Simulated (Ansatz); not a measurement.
The parent structure is InAs in the zinc blende structure (space group F-43m, No. 216; a = 6.1084 Å). Axes: x, y, z lie along the cube axes.

Method: r2SCAN (Ansatz, a quantum-chemistry and plane-wave program; PAW; 500 eV plane waves; scalar-relativistic without spin-orbit coupling), earlier PAW set.

Before the change:

The valence-band top at Γ comes out as 0.00, 0.00, 0.00 eV, the gap character comes out as direct at Γ and the shortest interatomic distance is 264.5 pm. The pressure is 0.01 GPa.

It is then changed as follows: the cell is compressed by 3.42 % along y with no lateral relaxation; the atoms relax in the strained cell.

Problem. Predict the new valence-band top at Γ, gap character, shortest interatomic distance and pressure.

Solution. The valence-band top at Γ (three highest levels, from the VBM) becomes 0.00, -0.17, -0.17 eV (base: 0.00, 0.00, 0.00 eV); the gap character remains direct at Γ; the shortest interatomic distance falls by 3.0 pm to 261.5 pm; the pressure (mean of the normal stresses, compression positive) goes up by 2.13 GPa (0.01 GPa → 2.14 GPa).

Whether these cells are dynamically stable was not tested. The zero or small gap of InAs can change with the level of theory. Labels are those of the standard path for the cell's own space group.
